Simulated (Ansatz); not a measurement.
Bond-angle distributions (per cent of the angles at each element, bins of 10°) of a relaxed model of amorphous Ge12Sb12Te30 at 6.17 g/cm³. These are PBE-D3(BJ), scalar-relativistic without spin-orbit coupling, PAW (Ansatz default set, large-core Te) (plane waves to 420 eV; Ansatz, a first-principles code) values and carry that method's errors.

A CHGNet melt-quench gave the starting glass, which DFT then relaxed. The hot cell started wider than the set density and was brought back towards it in steps. It is the lowest in DFT energy of 4 quenches. It is a model cell: composition and starting density were chosen by hand, and all elements were melted together. The geometry includes D3(BJ) dispersion. Its density started from a set value of 6.07 and ended at 6.17 g/cm³. Cooling (nominally 81 K/ps over its main leg) ran many orders faster than in experiment, which tends to leave more defects and strain. A cell of this size samples the disorder only roughly. Volume and shape were free in the relaxation. On a 2×2×2 Γ-centred mesh force components of up to 0.25 eV/Å stay, since the relaxation ran on one k-point at (1/4, 1/4, 1/4).

Bonds are counted up to Ge-Ge 2.85 Å, Ge-Sb 3.20 Å, Ge-Te 3.10 Å, Sb-Sb 3.34 Å, Sb-Te 3.42 Å, Te-Te 3.31 Å.

| angle (°) | at Ge | at Sb | at Te |
|---|---|---|---|
| 50-60 | 0 | 0 | 0 |
| 60-70 | 0 | 2 | 2 |
| 70-80 | 2 | 10 | 7 |
| 80-90 | 23 | 35 | 28 |
| 90-100 | 33 | 16 | 24 |
| 100-110 | 21 | 11 | 17 |
| 110-120 | 5 | 5 | 3 |
| 120-130 | 9 | 2 | 5 |
| 130-140 | 2 | 2 | 3 |
| 140-150 | 0 | 1 | 4 |
| 150-160 | 0 | 5 | 3 |
| 160-170 | 4 | 9 | 3 |
| 170-180 | 2 | 3 | 2 |

They go with these counts of neighbours within the cut-offs, cation contacts included: Ge mean 3.6, most often 4; Sb mean 4.8, most often 4; Te mean 3.2, most often 3.
